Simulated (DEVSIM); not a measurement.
Structure: Al/AlN/p-GaAs capacitor, at 300 K.

```
layer (left to right)  material  thickness (nm)  Na (cm⁻³)
---------------------  --------  --------------  ---------
1                           AlN            5.90          -
2                          GaAs            6400       1e16
```

Metal gate on the left, work function 4.1 eV. Fixed charge at the semiconductor interface 0 cm⁻² (in units of +e); no interface traps.

This is a model device: material constants are rounded textbook-type values typed into the input, and sizes, dopings and lifetimes were drawn at random. Values at 300 K; Nc and Nv go as T^1.5, mobilities as T to minus their exponent, the gap by Varshni's rule with the affinity fixed.

```
parameter         AlN      GaAs
----------------  ---  --------
gap (eV)          6.1     1.424
affinity (eV)     1.9      4.07
permittivity      8.5      12.9
Nc (cm⁻³)           -    4.7e17
Nv (cm⁻³)           -      9e18
Varshni α (eV/K)    -  0.000541
Varshni β (K)       -       204
```

Simulated with DEVSIM: 1D Poisson equation in equilibrium, Boltzmann statistics, complete ionisation; no quantum confinement or tunnelling. Metal contacts follow the ideal Schottky-Mott rule: no Fermi-level pinning, no interface dipoles.

The temperature was swept, all else fixed.

```json
[
 {"temperature (K)": "250", "flat-band voltage (V)": "-1.28", "minimum of the low-frequency capacitance (μF/cm²)": "0.0284"},
 {"temperature (K)": "300", "flat-band voltage (V)": "-1.22", "minimum of the low-frequency capacitance (μF/cm²)": "0.0303"},
 {"temperature (K)": "350", "flat-band voltage (V)": "-1.16", "minimum of the low-frequency capacitance (μF/cm²)": "0.0316"},
 {"temperature (K)": "400", "flat-band voltage (V)": "-1.10", "minimum of the low-frequency capacitance (μF/cm²)": "0.0334"},
 {"temperature (K)": "450", "flat-band voltage (V)": "-1.04", "minimum of the low-frequency capacitance (μF/cm²)": "0.0364"},
 {"temperature (K)": "500", "flat-band voltage (V)": "-0.97", "minimum of the low-frequency capacitance (μF/cm²)": "0.0388"}
]
```

From the first row to the last the flat-band voltage goes from -1.28 to -0.97. From the first row to the last the minimum of the low-frequency capacitance goes from 0.0284 to 0.0388.
